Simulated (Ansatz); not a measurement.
Reference: CdSe (F-43m), r2SCAN with spin-orbit coupling, rigid bands (plane waves, PAW; Ansatz, a quantum-chemistry and plane-wave program); axes and stresses refer to this cell.

```yaml
crystal:
  lattice:
    - [0.00000, 3.06679, 3.06679]
    - [3.06679, 0.00000, 3.06679]
    - [3.06679, 3.06679, 0.00000]
  atoms:
    - { symbol: Cd, position: [0.00000, 0.00000, 0.00000] }
    - { symbol: Se, position: [0.75000, 0.75000, 0.75000] }
```

The electron conductivity mass comes out as 0.103 mₑ. The Seebeck coefficient, p-type 1e19 cm⁻³ comes out as 315 μV/K and the hole conductivity mass is 0.79 mₑ.

**Question.** Change: uniaxial stress along [110] of -2 GPa (compression positive). What happens to electron conductivity mass, Seebeck coefficient, p-type 1e19 cm⁻³, hole conductivity mass?

**Answer.** electron conductivity mass moves little, to 0.102 mₑ; Seebeck coefficient, p-type 1e19 cm⁻³ shrinks to 250 μV/K; hole conductivity mass shrinks to 0.57 mₑ.

**Question.** Change: uniaxial stress along [110] of 1 GPa (compression positive). What happens to electron conductivity mass, Seebeck coefficient, p-type 1e19 cm⁻³, hole conductivity mass?

**Answer.** electron conductivity mass moves little, to 0.104 mₑ; Seebeck coefficient, p-type 1e19 cm⁻³ drops to 275 μV/K; hole conductivity mass shrinks to 0.57 mₑ.

Masses are for dilute carriers at 300 K, harmonic means over directions unless an axis is named. Seebeck coefficients are for the stated density at 300 K, with one relaxation time for all states and whether or not that doping can be reached. Stresses and pressures are the targets of the relaxation.  The structure type is held under load, also where the real crystal would transform.
